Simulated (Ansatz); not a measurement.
The starting structures come from a database of crystals and need not be the phases stable at ambient conditions.

 Where the default PAW files enter, the runs use the earlier of Ansatz's two default sets.

Here is the system:

```
SrH4O3
1.0
    3.66815    -0.00073     0.00000
    0.00134     6.14747     0.00000
    0.00000     0.00000     6.64196
Sr H O
2 8 6
Direct
  0.00001   0.36965   0.75043
  0.99999   0.63035   0.25043
  0.20992   0.87907   0.82731
  0.79008   0.12093   0.32731
  0.79011   0.87911   0.82733
  0.20989   0.12089   0.32733
  0.50007   0.02967   0.59854
  0.49993   0.97033   0.09854
  0.50002   0.70351   0.60286
  0.49998   0.29649   0.10286
  0.99999   0.78540   0.87539
  0.00001   0.21460   0.37539
  0.50002   0.05683   0.74282
  0.49998   0.94317   0.24282
  0.50001   0.56334   0.53492
  0.49999   0.43666   0.03492
```

Space group of this cell: Pmc2_1. The cell was relaxed by PBE-D3(BJ); by PBEsol its mean pressure is -0.8 GPa.

Transport runs along the normal of the first two printed cell vectors.

The gap is the functional's own, uncorrected, and κ follows it; spin-orbit coupling is left out. Mid-gap values are interpolated between the computed energies.

Problem. State the band gap and the smallest decay constant κ at mid-gap according to PBEsol (Ansatz, an electronic-structure program).

Solution. Gap 4.31 eV on a 8×6×6 mesh; κ = 0.386 1/Å, at the zone centre.
